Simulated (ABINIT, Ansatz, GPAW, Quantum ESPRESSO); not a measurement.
# La₃Ag (P6_3/mmc, 8 atoms in the cell) computed with different codes at matched settings

Self-consistent single point.

```yaml
crystal:
  lattice:
    - [7.33244, 0.00000, 0.00000]
    - [-3.66622, 6.35008, 0.00000]
    - [0.00000, 0.00000, 5.48761]
  atoms:
    - { symbol: La, position: [0.35371, 0.17686, 0.75000] }
    - { symbol: La, position: [0.64629, 0.82315, 0.25000] }
    - { symbol: La, position: [0.17686, 0.35371, 0.25000] }
    - { symbol: La, position: [0.82315, 0.64629, 0.75000] }
    - { symbol: La, position: [0.82315, 0.17686, 0.75000] }
    - { symbol: La, position: [0.17686, 0.82315, 0.25000] }
    - { symbol: Ag, position: [0.66667, 0.33333, 0.25000] }
    - { symbol: Ag, position: [0.33333, 0.66667, 0.75000] }
```

All programs got the same cell, k-point mesh and kind of occupations (in Ansatz's words: kpoints.mp_grid.grid = 3 3 4; scf.occupations.method = gaussian; scf.occupations.width = 0.0073 Ry); potentials, basis and cutoffs are each program's usual ones.

```csv
code,model,pressure (GPa),largest force (eV/Å),cutoff
GPAW,"LDA (Perdew-Wang 92), GPAW PAW datasets LDA (gpaw-data 1.0.1)",-4.88,0.131,800 eV
ABINIT,"LDA (PW92), PAW (JTH v2.0 LDA PAW)",-4.84,0.124,26 Ha
Quantum ESPRESSO,"LDA (PZ), GBRV 1.5 ultrasoft (LDA) pseudopotentials",-5.09,0.126,40 Ry
Ansatz,"LDA (PW92), PAW files made with PBE",-5.00,0.137,default
```

The spread over the programs that give each value: pressure within 0.25 GPa; largest force within 0.013 eV/Å.

The starting cell comes from a database of computed structures (which also holds hypothetical and non-ambient phases and stackings), without a prior relaxation at this level. Its lattice was rescaled by a random factor within 2.5 % of one. On Ansatz's run: In the base run, with a pressure of about -5 GPa the cell is away from its equilibrium volume at this level.

### Question
Why do the programs differ, and what cannot be compared?

### Answer
Differences of this kind can come from the potentials, where these differ, and from what each basis and cutoff leave unconverged. The valence holds different numbers of electrons (GPAW 100, ABINIT 88, Quantum ESPRESSO 104, Ansatz (an electronic-structure program) 104). The zero of total energies and Fermi levels follows the potentials and each program's conventions, so they are not compared here. Ansatz's pressure is given at a fixed set of plane waves, as the other plane-wave codes print theirs. Ansatz's smearing width was typed in Ry to four decimals, so it matches the others to a few per cent. The same LDA comes in different parametrisations, which differ slightly.

Left out of this page: Elk (stopped by limits of time or memory); FLEUR (not drawn, or without a comparable value).

Keys are those of Ansatz 0.2.
